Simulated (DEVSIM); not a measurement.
System: abrupt Si n-p junction, at 350 K.

Layer 1 from the left is Si, thickness (μm) 6.30, Nd (cm⁻³) 9.6e16, τn (s) 2.7e-7, τp (s) 2.7e-7. Layer 2 from the left is Si, thickness (μm) 43.0, Na (cm⁻³) 1.4e15, τn (s) 2.7e-7, τp (s) 2.7e-7.

Left contact: ohmic. Right contact: ohmic. Voltage is applied to the left contact. Recombination: SRH at mid-gap, radiative, Auger. Mobility is μmin + (μ − μmin)/(1 + (N/Nref)^α).

The device is made up for the run: typed textbook-type constants, with dimensions and the other settings drawn at random. Values at 300 K; Nc and Nv go as T^1.5, mobilities as T to minus their exponent, the gap by Varshni's rule with the affinity fixed.

Si: gap (eV) 1.124, affinity (eV) 4.05, permittivity 11.7, Nc (cm⁻³) 2.86e19, Nv (cm⁻³) 3.1e19, μn (cm²/Vs) 1417, μp (cm²/Vs) 470, μn,min 52, μp,min 45, Nref,n 9.7e16, Nref,p 2.2e17, αn 0.68, αp 0.72, T exponent of μn 2.3, T exponent of μp 2.2, B (cm³/s) 4.7e-15, Cn (cm⁶/s) 2.8e-31, Cp (cm⁶/s) 9.9e-32, Varshni α (eV/K) 0.000473, Varshni β (K) 636.

Model (solved in DEVSIM): 1D drift-diffusion, Boltzmann statistics, complete ionisation; no tunnelling, impact ionisation, image-force lowering or self-heating.

Question: What does the simulation give for the dark forward voltage at 100 A/cm², the potential step across the device at zero bias?

Answer: dark forward voltage at 100 A/cm² 0.876 V; potential step across the device at zero bias 0.623 V.
